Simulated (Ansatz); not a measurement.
## Be: response to strain

The parent structure is Be in the hcp (Mg type) structure (space group P6_3/mmc, No. 194; relaxed with 0.1 eV smearing).

```
CELL_PARAMETERS angstrom
      2.26169     0.00000     0.00000
     -1.13084     1.95868     0.00000
      0.00000     0.00000     3.56916
ATOMIC_POSITIONS crystal
  Be 0.33333 0.66667 0.75000
  Be 0.66667 0.33333 0.25000
```

Cartesian axes are those of the cell as printed.

Strains are applied to the cell and any free atomic positions relax; under biaxial strain the out-of-plane vector relaxes too.

All numbers come from DFT with r2SCAN, PAW potentials and a 500 eV plane-wave cutoff in Ansatz (a program for electronic structure), no SOC.

Notes on the quantities. pressure: mean of the normal stresses, compression positive.

```json
[
 {"variant": "base", "pressure": "0.0 GPa", "volume per atom": "7.91 Å³", "space group": "P6_3/mmc (No. 194)"},
 {"variant": "biaxial strain −1.74 %, plane normal [001], relaxed out of plane", "pressure": "___", "volume per atom": "___", "space group": "P6_3/mmc (No. 194)"},
 {"variant": "biaxial strain +0.75 %, plane normal [001], relaxed out of plane", "pressure": "-1.7 GPa", "volume per atom": "8.02 Å³", "space group": "P6_3/mmc (No. 194)"},
 {"variant": "isotropic strain −0.57 %", "pressure": "2.2 GPa", "volume per atom": "7.77 Å³", "space group": "P6_3/mmc (No. 194)"},
 {"variant": "isotropic strain +3.04 %", "pressure": "-9.7 GPa", "volume per atom": "8.65 Å³", "space group": "P6_3/mmc (No. 194)"},
 {"variant": "tensor shear ε_yz = +0.93 %", "pressure": "0.0 GPa", "volume per atom": "7.90 Å³", "space group": "C2/m (No. 12)"}
]
```

Q: What belongs in the blanks?

A: 
- biaxial strain −1.74 %, plane normal [001], relaxed out of plane, pressure: 4.5 GPa
- biaxial strain −1.74 %, plane normal [001], relaxed out of plane, volume per atom: 7.63 Å³

Stability against distortions was not tested.
